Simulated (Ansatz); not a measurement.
# PBE-D3(BJ) against PBEsol-D3(BJ): As

Base system: As in the A7 type structure (space group R-3m, No. 166; a = 3.784 Å, c = 10.107 Å (hexagonal axes); layered).

(Cell as relaxed with PBE-D3(BJ).)

Levels (all Ansatz, a quantum-chemistry and plane-wave program, PAW, earlier PAW set): PBE-D3(BJ) (420 eV, no SOC); PBEsol-D3(BJ) (420 eV, no spin-orbit coupling).

Each level relaxes its own structure.

```json
[
 {"quantity": "volume per atom", "PBE-D3(BJ)": "20.89 Å³", "PBEsol-D3(BJ)": "___"},
 {"quantity": "lattice parameter a", "PBE-D3(BJ)": "3.784 Å", "PBEsol-D3(BJ)": "___"},
 {"quantity": "lattice parameter c", "PBE-D3(BJ)": "10.107 Å", "PBEsol-D3(BJ)": "___"},
 {"quantity": "band gap", "PBE-D3(BJ)": "zero", "PBEsol-D3(BJ)": "___"}
]
```

### Question
What does PBEsol-D3(BJ) give?

### Answer

- volume per atom, PBEsol-D3(BJ): 19.75 Å³
- lattice parameter a, PBEsol-D3(BJ): 3.746 Å
- lattice parameter c, PBEsol-D3(BJ): 9.754 Å
- band gap, PBEsol-D3(BJ): zero

PBE-D3(BJ)'s volume per atom lies 1.135 Å³ above PBEsol-D3(BJ)'s (5.7 %); PBE-D3(BJ)'s lattice parameter a lies 0.038 Å above PBEsol-D3(BJ)'s (1.0 %); PBE-D3(BJ)'s lattice parameter c lies 0.353 Å above PBEsol-D3(BJ)'s (3.6 %); the two agree on the band gap. Neither level is exact; PBEsol-D3(BJ) is the comparison here, not a measurement.

Stability against distortions was not tested.
